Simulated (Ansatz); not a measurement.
# Hypothetical diamond Au, pressure series

Start from Au in the diamond structure (space group Fd-3m, No. 227; a hypothetical phase, not in the database extracts checked).

```yaml
crystal:
  lattice:
    - [0.00000, 3.08086, 3.08086]
    - [3.08086, 0.00000, 3.08086]
    - [3.08086, 3.08086, 0.00000]
  atoms:
    - { symbol: Au, position: [0.75000, 0.75000, 0.75000] }
    - { symbol: Au, position: [0.50000, 0.50000, 0.50000] }
```

Cell and atoms are relaxed at each pressure.

Method: Ansatz (a quantum-chemistry and plane-wave program) PBE, spin-orbit coupling left out.

```
P (GPa)  V (Å³/atom)
-------  -----------
-2.02         30.554
-1.00         29.845
0.30          29.085
0.70          28.876
1.49          28.492
3.00          27.841
5.00          27.111
7.51          26.345
10.00         25.695
```

Fit a third-order Birch–Murnaghan equation of state.

Least squares on P(V) = (3B₀/2)[(V₀/V)^(7/3) − (V₀/V)^(5/3)]·[1 + (3/4)(B₀′ − 4)((V₀/V)^(2/3) − 1)] gives V₀ = 29.25 Å³/atom, B₀ = 53 GPa and B₀′ = 6.0.

Load acts through the strain it causes; cell and atoms are relaxed under it. Stability against distortions was not tested. Competing high-pressure phases were not computed.
